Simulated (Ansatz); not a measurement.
# metastable zinc-blende GaN: the defect Mg interstitial

All values below come from PBE, PAW (plane waves to 420 eV; Ansatz, a quantum-chemistry and plane-wave program). A 2×2×2 supercell of 64 sites was used; the energies come from a 2×2×2 shifted sampling of its zone. Site at the start: void with 4N nearest. Charged cells carry a point-charge image correction with potential alignment at far atoms. Dielectric constants: PBE linear response of the host. Host gap at this level: 1.54 eV. A cell of this size leaves errors of a few tenths of an eV. PBE underestimates the host's gap, which shifts levels and can delocalise carriers. Spin–orbit coupling is left out. Each state is the lowest found from its start.

The name describes the start; the neighbours show where the added atom ended.

```tsv
charge	moment (μB)	largest move off a lattice site (Å)	neighbours of the added atom at the end (Å)	image correction with alignment (eV)
+2	not spin-polarised	0.21	N 1.96, N 1.96, N 1.96, N 1.96	1.21
+1*	fractional	0.21	N 1.97, N 1.97, N 1.97, N 1.97	–
0*	not spin-polarised	0.21	N 1.97, N 1.97, N 1.97, N 1.97	–
```

* At this level the carrier isn't localised at the defect: at charge +1 electrons occupy the conduction band; at charge 0 electrons occupy the conduction band. Such a state is shallow or no state of the defect, and this cell gives it no level.

No other site or start that was run ended lower by more than 0.1 eV.

Flagged in the runs: a doubtful potential alignment.
